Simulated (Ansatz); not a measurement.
Base system: InCl₃ in the ReO3 type structure (space group Pm-3m, No. 221; a = 5.0283 Å; a hypothetical phase, not in the database extracts checked; relaxed with 0.1 eV smearing).

Calculations: Kohn–Sham DFT with the PBEsol functional, run in Ansatz (a program for electronic structure) with PAW and 420 eV plane waves, no spin-orbit coupling.

Before the change:

- Pressure: 0.0 GPa

The change: an isotropic linear strain of +4.66 %, atoms relaxed at fixed cell.

Task: Estimate the effect on the energy relative to the base.

Result: The energy grows by 65 meV/atom.

Task: Estimate the effect on the pressure.

Result: The pressure goes from zero to -3.9 GPa.

Whether these cells are dynamically stable was not tested. The final runs are not spin-polarised.
